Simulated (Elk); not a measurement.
Worked example: self-consistent single point of HgPPd₅ (P4/mmm, 7 atoms in the cell) in Elk.

Computed with LDA (PW92), all-electron FP-LAPW, Elk's shipped species files, APW+lo basis with extra local orbitals run with Elk.

```
HgPPd5
1.0
    4.01802     0.00000     0.00000
    0.00000     4.01802     0.00000
    0.00000     0.00000     7.18054
Hg P Pd
1 1 5
Direct
  0.50000   0.50000   0.00000
  0.00000   0.00000   0.50000
  0.00000   0.50000   0.30289
  0.00000   0.50000   0.69711
  0.50000   0.00000   0.30289
  0.50000   0.00000   0.69711
  0.00000   0.00000   0.00000
```

Reference input (self-consistent single point, DFT, PBEsol, all-electron FP-LAPW, Elk's shipped species files, APW+lo basis with extra local orbitals): xctype = 22; rgkmax = 8; stype = 0; swidth = 0.00367493 Ha; ngridk = 5 5 3; tforce = true; gmaxvr = 18 1/bohr; lmaxapw = 10; lmaxo = 8; nxlo = 2; lorbcnd = true; lradstp = 2. This run's input differs from it in these lines:

```diff
@@ -4,3 +4,3 @@
 xctype
-  22
+  3
```

The program printed (abridged):

```
│ Self-consistent loop started │
│ Loop number : 1 │
 total energy                :     -45148.0870695
│ Loop number : 2 │
 total energy                :     -45151.4478334
RMS change in Kohn-Sham potential (target) :   0.2221224415     (  0.1000000000E-05)
Absolute change in total energy (target)   :    3.360763850     (  0.1000000000E-03)
│ Loop number : 3 │
 total energy                :     -45187.8459133
RMS change in Kohn-Sham potential (target) :   0.1069594824     (  0.1000000000E-05)
Absolute change in total energy (target)   :    37.23827090     (  0.1000000000E-03)
│ Loop number : 4 │
   [... lines left out ...]
Absolute change in total energy (target)   :   0.3864219980E-03 (  0.1000000000E-03)
│ Loop number : 22 │
 total energy                :     -45203.8536432
RMS change in Kohn-Sham potential (target) :   0.3199647078E-06 (  0.1000000000E-05)
Absolute change in total energy (target)   :   0.3534074494E-03 (  0.1000000000E-03)
│ Loop number : 23 │
 total energy                :     -45203.8534663
RMS change in Kohn-Sham potential (target) :   0.1296907532E-06 (  0.1000000000E-05)
Absolute change in total energy (target)   :   0.8863530820E-04 (  0.1000000000E-03)
Convergence targets achieved

│ Loop number : 24 │

Energies :
 Fermi                       :     0.307308582131
 total energy                :     -45203.8534538

Density of states at Fermi energy :    40.31199247
 (states/Hartree/unit cell)

Estimated indirect band gap :   0.3802957343E-02
 from k-point      7 to k-point      3
Estimated direct band gap   :   0.1083277044E-01
 at k-point      8

Charges :
 core                        :    212.0000000
 valence                     :    113.0000000
 interstitial                :    11.61909144
 muffin-tins (core leakage)
  species :    1 (Hg)
   atom    1                 :    78.38098700     (  0.2935629567E-03)
  species :    2 (P)
   atom    1                 :    12.71735195     (  0.9911477762E-03)
  species :    3 (Pd)
   [... lines left out ...]
   total force               :     0.00000000    0.00000000   -0.00262206
   total magnitude           :     0.00262206
  atom :    5
   Hellmann-Feynman          :     0.00000000    0.00000000    0.00000000
   IBS                       :    -0.00000000    0.00000000    0.00000000
   total force               :     0.00000000    0.00000000    0.00000000
   total magnitude           :     0.00000000
```

The run converged in 24 iterations. The count includes the last loop, which Elk runs after its targets are met. 

The starting cell comes from a database of computed structures (which also holds hypothetical and non-ambient phases and stackings), without a prior relaxation at this level. Its lattice was rescaled by a random factor within 2.5 % of one. Spin-orbit coupling is off. Spin polarisation is off. Values depend on the basis (sphere radii, cutoffs, local orbitals), which need not be converged. The log's line on a gap gives a spacing of levels on this mesh, which the program prints for metals too.

Cost on one core of a shared machine: roughly 7 min.
